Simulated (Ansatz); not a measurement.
The starting structures come from a database of crystals and need not be the phases stable at ambient conditions.

## Evanescent states of AlCuBr4 (P-42c, not sure to be the ambient phase, 12 atoms a cell, 29.1 Å³ an atom) along the normal of (101)

The numbers are results of r2SCAN (plane waves, PAW; Ansatz, a first-principles code), not measurements.

The gap is the functional's own. No spin-orbit coupling. Mid-gap values are interpolated on the energy grid.

Energies count from the valence-band top; κ is the least over a 6×4 mesh across the current.

| E (eV) | κ (1/Å) | where |
|---|---|---|
| 0.07 | 0.171 | off Γ |
| 0.21 | 0.234 | Γ |
| 0.35 | 0.253 | Γ |
| 0.49 | 0.265 | Γ |
| 0.63 | 0.273 | Γ |
| 0.77 | 0.277 | Γ |
| 0.91 | 0.278 | Γ |
| 1.05 | 0.277 | Γ |
| 1.19 | 0.274 | Γ |
| 1.33 | 0.270 | Γ |
| 1.47 | 0.263 | Γ |
| 1.61 | 0.255 | Γ |
| 1.75 | 0.245 | Γ |
| 1.89 | 0.232 | Γ |
| 2.03 | 0.217 | Γ |
| 2.17 | 0.198 | Γ |
| 2.31 | 0.175 | Γ |
| 2.45 | 0.144 | Γ |
| 2.59 | 0.100 | Γ |

**Question.** How thick must the barrier be to attenuate the transmission by 10^4 when the electrodes' Fermi level lies at 2.17 eV, and what attenuation does that film give at 1.05 eV?

**Answer.** d = 4 ln 10 / (2 × 0.198) = 23.3 Å. At 1.05 eV it gives 4 × 0.277/0.198 = 5.6 decades.
